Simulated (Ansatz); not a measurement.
The parent structure is Tl2S in the anti-fluorite structure (space group Fm-3m, No. 225; a = 7.375 Å; a hypothetical phase, not in the database extracts checked). Axes: x, y, z lie along the cube axes.

Calculations: DFT with PBE, PAW potentials and a 420 eV plane-wave cutoff in Ansatz (a program for electronic structure), no spin-orbit coupling.

Strains are applied to the cell and any free atomic positions relax; under biaxial strain the out-of-plane vector relaxes too.

One change was made to it. Results:

| quantity | base | after |
|---|---|---|
| energy relative to the base (free energy F) | 0 meV/atom | +3.1 meV/atom |
| pressure (mean of the normal stresses, compression positive) | 0.0 GPa | -0.7 GPa |

Task: Which of these changes matches the shifts?
(A) uniaxial strain ε_xx = −1.15 %
(B) strain tensor (xx, yy, zz, yz, xz, xy) = (+2.45, +1.14, −0.11, −0.89, −1.01, +0.15) %
(C) biaxial strain −0.67 %, plane normal [110], relaxed out of plane

Result: B, strain tensor (xx, yy, zz, yz, xz, xy) = (+2.45, +1.14, −0.11, −0.89, −1.01, +0.15) %. For comparison, the energy relative to the base in the other runs: biaxial strain −0.67 %, plane normal [110], relaxed out of plane gives 0.0 meV/atom; uniaxial strain ε_xx = −1.15 % gives +0.5 meV/atom.

Whether these cells are dynamically stable was not tested. The final runs are not spin-polarised.
